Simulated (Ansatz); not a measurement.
Calculation: PBE (plane waves to 420 eV, PAW; Ansatz, a first-principles code).

Electrostatic potential energy of an electron, averaged over planes parallel to the surface, in eV from the Fermi level, for a constructed model of the (111) surface of fcc Au, a pseudomorphic layer of Ga in the other hollow (bottom of the slab: a bare face, its two planes held):

```csv
z (Å),V (eV)
3.95,5.17
4.24,5.17
4.52,5.17
4.80,5.16
5.08,5.16
5.37,5.15
5.65,5.12
5.93,5.06
6.21,4.93
6.50,4.65
6.78,4.01
7.06,2.55
7.34,-1.26
7.62,-8.37
7.91,-14.00
8.19,-15.95
8.47,-14.32
8.75,-9.04
9.04,-2.21
9.32,0.91
9.60,0.02
9.88,-5.32
10.17,-12.07
10.45,-15.79
10.73,-15.90
11.01,-12.41
11.30,-5.78
11.58,-0.24
11.86,0.74
12.14,-2.28
12.43,-9.11
12.71,-14.53
12.99,-16.34
13.27,-14.60
13.56,-9.24
13.84,-2.38
14.12,0.75
14.40,-0.11
14.69,-5.48
14.97,-12.20
15.25,-15.86
15.53,-15.91
15.81,-12.35
16.10,-5.67
16.38,-0.15
16.66,0.88
16.94,-1.93
17.23,-8.70
17.51,-14.30
17.79,-16.29
18.07,-14.73
18.36,-9.53
18.64,-2.57
18.92,0.94
19.20,0.70
19.49,-3.50
19.77,-10.55
20.05,-15.30
20.33,-16.39
20.62,-13.94
20.90,-8.01
21.18,-1.67
21.46,0.31
21.75,-1.15
22.03,-4.89
22.31,-7.69
22.59,-8.71
22.87,-7.98
23.16,-5.50
23.44,-1.55
23.72,1.56
24.00,2.98
24.29,3.68
24.57,4.01
24.85,4.17
25.13,4.24
25.42,4.28
25.70,4.29
25.98,4.30
26.26,4.30
26.55,4.31
26.83,4.31
27.11,4.31
```

Slab: 7 atoms, 14.1 Å thick at the start; k 15x15x1, smearing 0.1 eV, dipole-corrected; 2 atoms held, the rest relaxed; held to the start's symmetry, so lower structures may exist; no spin, no spin-orbit, no U. In PBE it is, or lies within 0.01 eV a 1x1 cell of, the lowest of the 2 structures of its composition computed so far; larger cells were not tried.

Task: The surface cell has an area of 7.48 Å². What dipole along the normal does the step between the two vacuum levels imply?

Result: the top vacuum level lies 0.86 eV below the bottom one; p = −ε₀ A ΔV (ε₀ = 0.005526 e/(V·Å)) gives 0.04 e·Å a cell.
